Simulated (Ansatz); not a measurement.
Defect migration in silicon: P-vacancy pair (P on one host Si site, one Si site vacant), charge state +1. The step: a nearby Si atom hops onto the vacant site (P-vacancy distance between ideal sites 2.37 → 3.87 Å); the atom moves 1.96 Å along (0.16, -0.25, -0.20) of the unit cell; the moving atom starts with neighbours Si at 2.35, 2 Si at 2.39 Å and ends with P at 2.35; Si at 2.40, Si at 2.49 Å. A PBE band in Ansatz (plane-wave PAW, one k-point at (0.250, 0.250, 0.250), 216 host sites, 37 SCF runs with any check of the saddle's order, static, no finite-size correction) gives a forward barrier of 0.83 eV. The saddle point's order was not checked. The charge state is imposed; whether it is stable for some Fermi level was not computed. Forms of the defect that were not tried may lie lower.

Single points at the band's start and saddle point can refine it. Rough cost of one point, in units of the band's mean SCF on the same machine:

```json
[
 {"Level": "PBE, a 2×2×2 k-point mesh shifted by half a step", "Cost of one point": "about 4"},
 {"Level": "r2SCAN at 500 eV, one k-point at (0.250, 0.250, 0.250)", "Cost of one point": "under 2"}
]
```

Q: Which of these move the barrier by more than 0.1 eV, and how far does each move it?

A: PBE, a 2×2×2 k-point mesh shifted by half a step: -0.07 eV; r2SCAN at 500 eV, one k-point at (0.250, 0.250, 0.250): +0.25 eV. Each functional is compared with PBE at the same k-points.

Ansatz is a first-principles code.
